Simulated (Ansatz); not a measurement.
**BaH2 (Pnma, No. 62)**

These are HSE06 (Ansatz, a first-principles code, PAW) values and carry that method's errors.

Settings: plane-wave cutoff 500 eV, 4×6×4 k mesh (along the axes of the cell as run), gaussian smearing 0.02 eV, scalar-relativistic PAW data made under PBE.

Cell (relaxed with r²SCAN):

```yaml
crystal:
  lattice:
    - [6.80478, 0.00000, 0.00000]
    - [0.00000, 4.15225, 0.00000]
    - [0.00000, 0.00000, 7.85666]
  atoms:
    - { symbol: Ba, position: [0.76088, 0.25000, 0.38671] }
    - { symbol: Ba, position: [0.23912, 0.75000, 0.61329] }
    - { symbol: Ba, position: [0.73912, 0.75000, 0.88671] }
    - { symbol: Ba, position: [0.26088, 0.25000, 0.11329] }
    - { symbol: H, position: [0.52832, 0.25000, 0.68047] }
    - { symbol: H, position: [0.47168, 0.75000, 0.31953] }
    - { symbol: H, position: [0.97168, 0.75000, 0.18047] }
    - { symbol: H, position: [0.02832, 0.25000, 0.81953] }
    - { symbol: H, position: [0.35437, 0.75000, 0.92909] }
    - { symbol: H, position: [0.64563, 0.25000, 0.07091] }
    - { symbol: H, position: [0.14563, 0.25000, 0.42909] }
    - { symbol: H, position: [0.85437, 0.75000, 0.57091] }
```

```
Item                            Value
--------  ---------------------------
band gap  3.88 eV (on the SCF k mesh)
```

Spin–orbit coupling is not included.

Static lattice: no zero-point or thermal effects.

Computing time: around 26 core-minutes (rough).
